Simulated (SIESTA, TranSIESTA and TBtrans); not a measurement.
Run with TranSIESTA and TBtrans (open boundaries, self-consistent; PseudoDojo norm-conserving potentials, scalar-relativistic): Spin polarized, PAO.BasisSize DZP, PAO.EnergyShift 0.15 eV, XC.Authors PBE, Mesh.Cutoff 200 Ry, ElectronicTemperature 300 K, TS.Voltage 0.0 eV, TBT.Elecs.Eta 0.001 eV.

Junction: Pd chain with a F atom beside one bond. Leads: straight Pd chain, spacing 2.5 Å. Geometry: 3 atoms about the centre moved by SIESTA (PBE, DZP) to a largest force of 0.04 eV/Å, all others as built. Transport runs along z; the first 6 and the last 6 of the 21 atoms are the lead cells, repeated to infinity.

```xyz
21
Lattice="9.000 0.000 0.000 0.000 9.000 0.000 0.000 0.000 50.000" Properties=species:S:1:pos:R:3 pbc="F F T"
Pd     4.500     4.500     0.000
Pd     4.500     4.500     2.500
Pd     4.500     4.500     5.000
Pd     4.500     4.500     7.500
Pd     4.500     4.500    10.000
Pd     4.500     4.500    12.500
Pd     4.500     4.500    15.000
Pd     4.500     4.500    17.500
Pd     4.500     4.500    20.000
Pd     4.533     4.500    22.466
Pd     4.534     4.500    25.033
Pd     4.500     4.500    27.500
Pd     4.500     4.500    30.000
Pd     4.500     4.500    32.500
F      6.127     4.500    23.750
Pd     4.500     4.500    35.000
Pd     4.500     4.500    37.500
Pd     4.500     4.500    40.000
Pd     4.500     4.500    42.500
Pd     4.500     4.500    45.000
Pd     4.500     4.500    47.500
```
Starting moments (μB): atom 7 +0.7, atom 8 +0.7, atom 9 +0.7, atom 10 +0.7, atom 11 +0.7, atom 12 +0.7, atom 13 +0.7, atom 14 +0.7; lead atoms +0.7 (left) and +0.7 (right).

**Question.** Give the largest eigenchannel transmissions at the Fermi level (four at most) and the total.

**Answer.** Up: 0.53 (total 0.53); down: 0.98, 0.76, 0.65 (total 2.39). The magnetic order of the leads was set by the start, and no other order was tried; the separate lead runs end at 0.76 (left) and 0.76 (right) μB an atom. The straight chain is held at its spacing; free chains may zigzag or dimerise.
